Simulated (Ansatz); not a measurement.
Worked example: self-consistent single point of LaPb₃ (P4mm, 4 atoms in the cell) in Ansatz (an electronic-structure program).

Method: LDA (PW92), harder PAW files (source: ansatz) made with PBE (plane waves; Ansatz).

The change in words: lattice scaled by 0.98; basis.ecutwfc: 30.9 Ry → 66.1 Ry; hamiltonian.pseudopotentials: {kind: paw} (the program's default PAW files) → {kind: paw, source: ansatz}. Reference geometry:
```yaml
crystal:
  lattice:
    - [4.93347, 0.00000, 0.00000]
    - [0.00000, 4.93347, 0.00000]
    - [0.00000, 0.00000, 4.93347]
  atoms:
    - { symbol: La, position: [0.00000, 0.00000, 0.01013] }
    - { symbol: Pb, position: [0.00000, 0.50000, 0.50000] }
    - { symbol: Pb, position: [0.50000, 0.00000, 0.50000] }
    - { symbol: Pb, position: [0.50000, 0.50000, 0.00000] }
```

Reference input (self-consistent single point, DFT, LDA (PW92), plane waves, default PAW files made with PBE): basis.ecutwfc = 30.9 Ry; kpoints.mp_grid.grid = 5 5 5; hamiltonian.xc = lda; hamiltonian.pseudopotentials = {kind: paw} (the program's default PAW files); scf.occupations.method = gaussian; scf.occupations.width = 0.0073 Ry. This run's input differs from it in these lines:

Ansatz 0.2 input:
```diff
@@ -2,12 +2,12 @@
   lattice:
-    - [4.933475, 0.000000, 0.000000]
-    - [0.000000, 4.933475, 0.000000]
-    - [0.000000, 0.000000, 4.933475]
+    - [4.834806, 0.000000, 0.000000]
+    - [0.000000, 4.834806, 0.000000]
+    - [0.000000, 0.000000, 4.834806]
   atoms:
-    - { symbol: La, position_ang: [0.000000, 0.000000, 0.050001] }
-    - { symbol: Pb, position_ang: [0.000000, 2.466737, 2.466737] }
-    - { symbol: Pb, position_ang: [2.466737, 0.000000, 2.466737] }
-    - { symbol: Pb, position_ang: [2.466737, 2.466737, 0.000000] }
+    - { symbol: La, position_ang: [0.000000, 0.000000, 0.049001] }
+    - { symbol: Pb, position_ang: [0.000000, 2.417403, 2.417403] }
+    - { symbol: Pb, position_ang: [2.417403, 0.000000, 2.417403] }
+    - { symbol: Pb, position_ang: [2.417403, 2.417403, 0.000000] }
 basis:
-  ecutwfc: 30.9 Ry
+  ecutwfc: 66.1 Ry
 kpoints:
@@ -16,3 +16,3 @@
   xc: lda
-  pseudopotentials: { kind: paw }
+  pseudopotentials: { kind: paw, source: ansatz }
 scf:
```

Log, with long lists cut:

```
SCF iter   1: F=—  HF=-51069.739483 eV  |F-HF|=—  |Δ(HF+E_count)|=         —  Δρ=2.07e-1  dr2=1.23e2  ethr=3.10e-3  ⟨swp⟩=5.7  Hψ=2550  notcnv=0
all-band conjugate gradients solve this SCF's bands
preconditioner: auto → Kerker (q_TF=auto, 2.559 Å⁻¹)
SCF iter   2: F=—  HF=-51075.009277 eV  |F-HF|=—  |Δ(HF+E_count)|=    5.27e0  Δρ=8.43e-2  dr2=9.40e0  ethr=3.10e-3  ⟨swp⟩=9.7  Hψ=2349  notcnv=0  defer=7
   [... lines left out ...]
SCF iter   7: F=—  HF=-51061.296978 eV  |F-HF|=—  |Δ(HF+E_count)|=   3.99e-4  Δρ=1.09e-4  dr2=2.47e-5  ethr=8.89e-7  ⟨swp⟩=2.8  Hψ=1338  notcnv=0  defer=41
SCF iter   8: F=—  HF=-51061.297367 eV  |F-HF|=—  |Δ(HF+E_count)|=   3.89e-4  Δρ=1.02e-4  dr2=2.20e-5  ethr=3.20e-8  ⟨swp⟩=2.1  Hψ=975  notcnv=0  defer=41
SCF iter   9: F=—  HF=-51061.297356 eV  |F-HF|=—  |Δ(HF+E_count)|=   1.12e-5  Δρ=2.38e-5  dr2=1.11e-6  ethr=2.86e-8  ⟨swp⟩=2.1  Hψ=1281  notcnv=0  defer=41
SCF iter  10: F=-51061.297355 eV  HF=-51061.297355 eV  |F-HF|=7.86e-10  |Δ(HF+E_count)|=   6.27e-7  Δρ=6.60e-7  dr2=1.07e-9  ethr=1.30e-10  ⟨swp⟩=12.9  Hψ=5081  notcnv=0
SCF 1 converged in 10 iterations: F = -51061.297355 eV  dr2 = 1.07e-9
Free energy (F): -51061.297355 eV
Internal energy: -51061.290404 eV  (E = F + TS)
E sigma→0 (E₀):  -51061.293880 eV
Entropy (-TS):   -0.006951 eV (-1.738 meV/atom)
Fermi energy:    14.063094 eV
--- Forces (eV/Å), atoms counted from 1 ---
  atom   1  La     0.00000000     0.00000000    -0.26053353
  atom   2  Pb     0.00000000     0.00000000     0.13938178
  atom   3  Pb    -0.00000000     0.00000000     0.13938178
  atom   4  Pb    -0.00000000     0.00000000    -0.01823173
--- Stress (GPa, compression-positive) ---
        0.033053       0.000000       0.000000
        0.000000       0.033053       0.000000
        0.000000       0.000000       0.038462
  P = ⅓ Tr σ = 0.0349 GPa (0.349 kbar)
  The stress holds the Pulay correction. Without it, at fixed plane waves, as pw.x and ABINIT print it: P = 0.0345 GPa
```

The run converged in 10 iterations. Against the reference run the pressure goes from -3.22 to 0.03 GPa and the largest force goes from 0.215 to 0.261 eV/Å.

The starting cell comes from a database of computed structures (which also holds hypothetical and non-ambient phases and stackings), without a prior relaxation at this level. Its lattice was rescaled by up to half a per cent. One atom was moved a little off its site on purpose. For this run, on top of that: lattice scaled by 0.98. Ansatz's pressure includes its estimate of the finite-basis (Pulay) stress.
